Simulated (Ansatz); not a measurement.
System: Cu vacancy in fcc Cu (neutral cell). All values below come from PBE, PAW (plane waves to 420 eV; Ansatz, a quantum-chemistry and plane-wave program).

32-site cell at the relaxed PBE lattice, a 2×2×2 k-point mesh shifted by half a step, smearing 0.10 eV, spin-restricted, no finite-size correction. No zero-point or tunnelling terms. Forms of the defect that were not tried may lie lower.

Barriers: single points on a 4×4×4 k-point mesh shifted by half a step at the bands' geometries (they differ from the bands' own by up to 0.15 eV, and are uncertain by about as much).

Relaxed starting cell (atoms counted from 1):

```yaml
crystal:
  lattice:
    - [7.26000, 0.00000, 0.00000]
    - [0.00000, 7.26000, 0.00000]
    - [0.00000, 0.00000, 7.26000]
  atoms:
    - { symbol: Cu, position: [0.99990, 0.99959, 0.50175] }
    - { symbol: Cu, position: [0.00011, 0.49957, 0.00158] }
    - { symbol: Cu, position: [0.00003, 0.49956, 0.50163] }
    - { symbol: Cu, position: [0.49993, 0.99952, 0.00175] }
    - { symbol: Cu, position: [0.50023, 0.99959, 0.50156] }
    - { symbol: Cu, position: [0.49977, 0.49957, 0.00159] }
    - { symbol: Cu, position: [0.50012, 0.49961, 0.50167] }
    - { symbol: Cu, position: [0.00003, 0.24777, 0.24988] }
    - { symbol: Cu, position: [0.00007, 0.24768, 0.75326] }
    - { symbol: Cu, position: [0.99990, 0.75133, 0.25003] }
    - { symbol: Cu, position: [0.99993, 0.75156, 0.75340] }
    - { symbol: Cu, position: [0.50001, 0.24861, 0.25043] }
    - { symbol: Cu, position: [0.49990, 0.24861, 0.75280] }
    - { symbol: Cu, position: [0.49997, 0.75055, 0.25059] }
    - { symbol: Cu, position: [0.50008, 0.75054, 0.75292] }
    - { symbol: Cu, position: [0.24810, 0.99965, 0.25019] }
    - { symbol: Cu, position: [0.24848, 0.99959, 0.75325] }
    - { symbol: Cu, position: [0.24900, 0.49965, 0.25065] }
    - { symbol: Cu, position: [0.24895, 0.49968, 0.75273] }
    - { symbol: Cu, position: [0.75197, 0.99957, 0.24958] }
    - { symbol: Cu, position: [0.75173, 0.99952, 0.75378] }
    - { symbol: Cu, position: [0.75096, 0.49945, 0.25060] }
    - { symbol: Cu, position: [0.75103, 0.49955, 0.75269] }
    - { symbol: Cu, position: [0.24775, 0.24742, 0.00172] }
    - { symbol: Cu, position: [0.24914, 0.24864, 0.50160] }
    - { symbol: Cu, position: [0.24777, 0.75180, 0.00179] }
    - { symbol: Cu, position: [0.24911, 0.75057, 0.50168] }
    - { symbol: Cu, position: [0.75201, 0.24781, 0.00154] }
    - { symbol: Cu, position: [0.75091, 0.24847, 0.50168] }
    - { symbol: Cu, position: [0.75204, 0.75130, 0.00187] }
    - { symbol: Cu, position: [0.75098, 0.75061, 0.50167] }
```

End state 1 differs by these moves (Å; atoms that move under 0.08 Å are left out):

```json
[
 {"atom": "10", "element": "Cu", "Δx": "0.00", "Δy": "1.78", "Δz": "-1.78"}
]
```

Problem. Give the forward and backward barriers to end state 1 at the level PBE, PAW.

Solution. forward 0.75 eV, backward 0.75 eV; at the saddle point atom 10 has neighbours 4 Cu at 2.37, 4 Cu at 2.78 Å. The saddle point's order was not checked, and it lies on a symmetry element of the cell, where a band can be held.
